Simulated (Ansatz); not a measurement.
The reference is WSi2 (space group I4/mmm, No. 139; a = 3.1853 Å, c = 7.7731 Å; relaxed with 0.1 eV smearing).

Method: DFT with LDA, PAW potentials and a 420 eV plane-wave cutoff in Ansatz (a quantum-chemistry and plane-wave program), no SOC.

Strains are applied to the cell and any free atomic positions relax.

One change was made to it. Results:

The pressure (mean of the normal stresses, compression positive) goes from zero to -9.7 GPa; the energy increases by 19 meV/atom.

Task: Which of these changes matches the shifts?
(A) isotropic strain +1.00 %
(B) isotropic strain −1.00 %
(C) isotropic strain +1.50 %
(D) isotropic strain −3.00 %

Result: C, isotropic strain +1.50 %. For comparison, the energy relative to the base in the other runs: isotropic strain −3.00 % gives +88 meV/atom; isotropic strain −1.00 % gives +9.1 meV/atom; isotropic strain +1.00 % gives +8.5 meV/atom.

Whether these cells are dynamically stable was not tested. The final runs are not spin-polarised.
